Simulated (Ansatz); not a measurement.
Input and output of a zone-centre phonon calculation for LiHF2 (R-3m, 4 atoms in the cell) (Ansatz, a quantum-chemistry and plane-wave program).

Level of theory: LDA (PW92), default PAW files made with PBE (plane waves; Ansatz).

```xyz
4
Lattice="1.4626 0.8444 4.3536 -1.4626 0.8444 4.3536 0.0000 -1.6888 4.3536" Properties=species:S:1:pos:R:3 pbc="T T T"
Li     0.0000     0.0000     0.0000
H      0.0000     0.0000     6.5304
F      0.0000     0.0000     5.3981
F      0.0000     0.0000     7.6627
```

Reference input (self-consistent single point, DFT, LDA (PW92), plane waves, default PAW files made with PBE): basis.ecutwfc = 420 eV; kpoints.mp_grid.grid = 10 10 10; hamiltonian.xc = lda; hamiltonian.pseudopotentials = {kind: paw} (the program's default PAW files); scf.occupations.method = fixed. This run's input differs from it in these lines:

Ansatz 0.2 input:
```diff
@@ -15,3 +15,3 @@
   mp_grid:
-    grid: [10, 10, 10]
+    grid: [13, 13, 13]
 hamiltonian:
@@ -23,6 +23,6 @@
     method: fixed
-output:
-  forces: true
-  eigenvalues: true
-  stress: true
+phonons:
+  method: dfpt
+  dielectric: true
+  rigid_motions: translations
```

The program printed (abridged):

```
SCF iter   1: F=—  HF=-1808.797301 eV  |F-HF|=—  |Δ(HF+E_count)|=         —  Δρ=1.76e-2  dr2=7.01e-2  ethr=1.77e-3  ⟨swp⟩=4.0  Hψ=33263  notcnv=0  defer=811
all-band conjugate gradients solve this SCF's bands
preconditioner: auto → none
SCF iter   2: F=—  HF=-1808.773969 eV  |F-HF|=—  |Δ(HF+E_count)|=   2.33e-2  Δρ=7.50e-3  dr2=6.69e-3  ethr=3.90e-4  ⟨swp⟩=2.6  Hψ=17810  notcnv=0  defer=1185
   [... lines left out ...]
SCF iter   5: F=—  HF=-1808.770615 eV  |F-HF|=—  |Δ(HF+E_count)|=   1.46e-5  Δρ=6.52e-5  dr2=6.11e-7  ethr=1.59e-7  ⟨swp⟩=2.9  Hψ=12521  notcnv=0  defer=1
SCF iter   6: F=—  HF=-1808.770614 eV  |F-HF|=—  |Δ(HF+E_count)|=   1.13e-6  Δρ=4.67e-6  dr2=2.80e-9  ethr=3.40e-9  ⟨swp⟩=2.6  Hψ=11800  notcnv=0
SCF iter   7: F=—  HF=-1808.770614 eV  |F-HF|=—  |Δ(HF+E_count)|=  9.36e-10  Δρ=1.11e-6  dr2=1.03e-10  ethr=1.00e-12  ⟨swp⟩=7.1  Hψ=44147  notcnv=0
SCF iter   8: F=-1808.770614 eV  HF=-1808.770614 eV  |F-HF|=0.00e0  |Δ(HF+E_count)|=  2.86e-11  Δρ=6.25e-8  dr2=5.70e-13  ethr=1.00e-12  ⟨swp⟩=5.0  Hψ=29553  notcnv=0
SCF 1 converged in 8 iterations: F = -1808.770614 eV  dr2 = 5.70e-13
DFPT response loops at Γ: preconditioner auto → none (the input reference at scf.mixing.eps_inf says where Resta's filter doesn't serve); β = 0.50 …
Free energy (F): -1808.770614 eV
Internal energy: -1808.770614 eV  (E = F + TS)
E sigma→0 (E₀):  -1808.770614 eV
Fermi energy:    -1.065168 eV
--- Phonons (Γ-DFPT): 6 representative perturbations + reference, on 595 of 2197 k-points (Σ response iterations 24) ---
  k mesh reduced under 2 symmetry operations, with k and −k counted as one. Each operation leaves every solved perturbation unchanged …
  ASR residual: 2.273e-5 → 0.000e0 eV/Å²; symmetrization residual: 4.026e-7 eV/Å²
   [... lines left out ...]
  k-mesh period / interband length: 38.0 Å / 0.76 Å = 49.98 at k = (0.1538, 0.1538, 0.2308), direct gap 8.749 eV — 14 or more, which is no proof of convergence
   [... lines left out ...]
        342.33      1            12.3309
   [... 5 lines left out ...]
  optical modes at Γ + LO–TO along q̂ = [0.0000, 0.0000, 1.0000]:
      ω (cm⁻¹)  modes    IR ((D/Å)²/amu)
        152.34      2             0.0000
        303.08      2             8.8296
        568.58      1             3.5406
        691.43      1             0.0000
       1096.34      2             8.3553
       2545.26      1            97.5863
```

The run converged in 8 iterations. 

Summary of the result:
- Free energy E − TS (on the zero of these files) = -1808.7706 eV
- Top of the valence band (on the code's own zero) = -1.07 eV
- Gap on the k-point mesh = 8.14 eV
- Zone-centre frequencies (cm⁻¹; negative means imaginary) = 0, 0, 0, 152, 152, 303, 303, 342, 691, 1096, 1096, 1891
- ε∞ at this k-point mesh, which may be far from converged in small-gap cells (xx, yy, zz) = 1.88, 1.88, 2.15
- Born charges at this mesh (mean of the diagonal, e) = Li 1.07, H 0.93, F -1.00, F -1.00

The starting cell comes from a database of computed structures (which also holds hypothetical and non-ambient phases and stackings), without a prior relaxation at this level. Its lattice was rescaled by up to half a per cent. The frequencies listed for the zone centre hold no LO-TO term.

Cost on one core of a shared machine: roughly 3 min.
